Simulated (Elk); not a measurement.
Elk run on C (Fd-3m, 2 atoms in the cell): self-consistent single point.

Method of the run: LDA (PW92), all-electron FP-LAPW, Elk's shipped species files, APW+lo basis with extra local orbitals in Elk 10.2.4.

```yaml
crystal:
  lattice:
    - [0.00000, 1.79426, 1.79426]
    - [1.79426, 0.00000, 1.79426]
    - [1.79426, 1.79426, 0.00000]
  atoms:
    - { symbol: C, position: [0.50000, 0.50000, 0.50000] }
    - { symbol: C, position: [0.75000, 0.75000, 0.75000] }
```

Reference input (self-consistent single point, DFT, PBE, all-electron FP-LAPW, Elk's shipped species files, APW+lo basis with extra local orbitals): xctype = 20; rgkmax = 7.5; stype = 0; swidth = 0.0001 Ha; ngridk = 13 13 13; gmaxvr = 16 1/bohr; nxlo = 2; lorbcnd = true; lmaxi = 2; maxscl = 100. This run's input differs from it in these lines:

```diff
@@ -2,5 +2,2 @@
   0
-
-xctype
-  20
```

Output (repeated stretches shortened):

```
│ Self-consistent loop started │
│ Loop number : 1 │
 total energy                :     -77.5381319936
│ Loop number : 2 │
 total energy                :     -77.5175369484
RMS change in Kohn-Sham potential (target) :   0.1234939506     (  0.1000000000E-05)
Absolute change in total energy (target)   :   0.2059504518E-01 (  0.1000000000E-03)
│ Loop number : 3 │
 total energy                :     -76.7478105104
RMS change in Kohn-Sham potential (target) :   0.6992382889E-01 (  0.1000000000E-05)
Absolute change in total energy (target)   :   0.7748751993     (  0.1000000000E-03)
│ Loop number : 4 │
   [... lines left out ...]
Absolute change in total energy (target)   :   0.5657097270E-03 (  0.1000000000E-03)
│ Loop number : 12 │
 total energy                :     -75.6253732382
RMS change in Kohn-Sham potential (target) :   0.1040879502E-06 (  0.1000000000E-05)
Absolute change in total energy (target)   :   0.1397549502E-03 (  0.1000000000E-03)
│ Loop number : 13 │
 total energy                :     -75.6253730744
RMS change in Kohn-Sham potential (target) :   0.9523678395E-08 (  0.1000000000E-05)
Absolute change in total energy (target)   :   0.3510257348E-04 (  0.1000000000E-03)
Convergence targets achieved

│ Loop number : 14 │

Energies :
 Fermi                       :     0.418443491426
 total energy                :     -75.6253730850

Density of states at Fermi energy :   0.7857908467E-05
 (states/Hartree/unit cell)

Estimated indirect band gap :   0.1496712242
 from k-point      1 to k-point     44
Estimated direct band gap   :   0.2020170585
 at k-point      1

Charges :
 core                        :    4.000000000
 valence                     :    8.000000000
 interstitial                :    3.198309582
 muffin-tins (core leakage)
  species :    1 (C)
   atom    1                 :    4.400845209     (  0.8869277313E-04)
   atom    2                 :    4.400845209     (  0.8869277313E-04)
 total in muffin-tins        :    8.801690418
 total calculated charge     :    11.99531395
 total charge                :    12.00000000
 error                       :   0.4686053402E-02

│ Self-consistent loop stopped │
```

The run converged in 14 iterations. The count includes the last loop, which Elk runs after its targets are met. Against the reference run the gap on the mesh goes from 4.117 to 4.073 eV.

The starting cell comes from a database of computed structures (which also holds hypothetical and non-ambient phases and stackings), without a prior relaxation at this level. Its lattice was rescaled by a random factor within 2.5 % of one. Values depend on the basis (sphere radii, cutoffs, local orbitals), which need not be converged.
